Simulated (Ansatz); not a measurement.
Data:

End structure of F on the 1x1 (111) surface of fcc Ag, one in a 2x2 cell, started at the site 'bridge Ag-Ag (span 2.9 Å)':

```
CELL_PARAMETERS angstrom
      5.86677     0.00000     0.00000
     -2.93338     5.08077     0.00000
      0.00000     0.00000    26.50000
ATOMIC_POSITIONS crystal
  Ag 0.16667 0.33333 0.36572
  Ag 0.16667 0.83333 0.36572
  Ag 0.66667 0.33333 0.36572
  Ag 0.66667 0.83333 0.36572
  Ag 0.33333 0.16667 0.45551
  Ag 0.33333 0.66667 0.45551
  Ag 0.83333 0.16667 0.45551
  Ag 0.83333 0.66667 0.45551
  Ag 0.00215 0.00108 0.54441
  Ag 0.00014 0.50007 0.54640
  Ag 0.49921 0.00113 0.54442
  Ag 0.49921 0.49809 0.54442
  Ag 0.16248 0.33820 0.63464
  Ag 0.16248 0.82428 0.63464
  Ag 0.67639 0.33820 0.63459
  Ag 0.66706 0.83353 0.63129
  F  0.33381 0.16690 0.69300
```

Set-up: 17 atoms, 7.1 Å thick at the start under the adsorbate (thin: gaps and levels are the slab's own); mesh 6x6x1; 0.1 eV smearing; dipole correction on; 8 atoms held, the rest relaxed; start symmetry kept, larger cells not searched; no spin, no spin-orbit, no U, no dispersion correction. At the end it is bonded to 3 Ag. In PBE it is, or lies within 0.03 eV of, the lowest of the starts that converged.

A negative adsorption energy means that the adsorbate is more stable on the surface than in its reference.

### Question
Estimate the work function of the top face that PBE run with Ansatz (a first-principles code) returns for this input.

### Answer
5.74 eV

### Question
What adsorption energy against ½ F2(g) does PBE give?

### Answer
-234 kJ/mol

### Question
What is the computed change of the step from the bottom to the top vacuum level, against the clean slab (PBE)?

### Answer
1.26 eV

### Question
Estimate the change of the work function that PBE returns for this input.

### Answer
1.30 eV
